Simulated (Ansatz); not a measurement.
Start from BaZrO$_{3}$ in the cubic perovskite structure (space group Pm-3m, No. 221).

```
CELL_PARAMETERS angstrom
      4.22716     0.00000     0.00000
      0.00000     4.22716     0.00000
      0.00000     0.00000     4.22716
ATOMIC_POSITIONS crystal
  Ba 0.00000 0.00000 0.00000
  Zr 0.50000 0.50000 0.50000
  O  0.50000 0.00000 0.50000
  O  0.00000 0.50000 0.50000
  O  0.50000 0.50000 0.00000
```

All numbers come from PBE (Ansatz, a first-principles code; PAW; 420 eV plane waves; without spin-orbit coupling).

Strains are applied to the cell and any free atomic positions relax.

One change was made to it. Results:

| quantity | base | after |
|---|---|---|
| mean gap deformation potential ΔEg/Δln V | – | -2.4 eV |
| energy relative to the base (free energy F) | 0 meV/atom | +8.7 meV/atom |
| pressure | 0.01 GPa | -4.94 GPa |

Which of these changes matches the shifts?
A) isotropic strain +1.20 %
B) isotropic strain +1.80 %
C) isotropic strain +0.60 %
D) isotropic strain +3.00 %
E) isotropic strain +2.40 %

A, isotropic strain +1.20 %. For comparison, the energy relative to the base in the other runs: isotropic strain +3.00 % gives +52 meV/atom; isotropic strain +1.80 % gives +19 meV/atom; isotropic strain +2.40 % gives +34 meV/atom; isotropic strain +0.60 % gives +2.2 meV/atom.

Whether these cells are dynamically stable was not tested.
